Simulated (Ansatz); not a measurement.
Input:

```yaml
crystal:
  lattice:
    - [2.90849, 0.00843, 0.00000]
    - [0.00843, 2.90849, 0.00000]
    - [0.00000, 0.00000, 2.90849]
  atoms:
    - { symbol: Zn, position: [0.50000, 0.50000, 0.50000] }
    - { symbol: Cu, position: [0.00000, 0.00000, 0.00000] }
```

No spin polarisation.

Level of theory: PBEsol/PAW in Ansatz (a first-principles code), no SOC. Settings: 20×20×20 k-points, 0.1 eV Fermi–Dirac smearing.

Q: Predict the stress and band gap.

A: Stress (xx, yy, zz, yz, xz, xy; compression positive): (0.0, 0.0, 0.0, 0.0, 0.0, -0.6) GPa
Band gap: zero

The cells carry an imposed strain or load. No phonon test of stability was made. All final runs are without spin polarisation. The cell was made from ZnCu in the CsCl type structure (space group Pm-3m, No. 221) by this change: tensor shear ε_xy = +0.29 %.
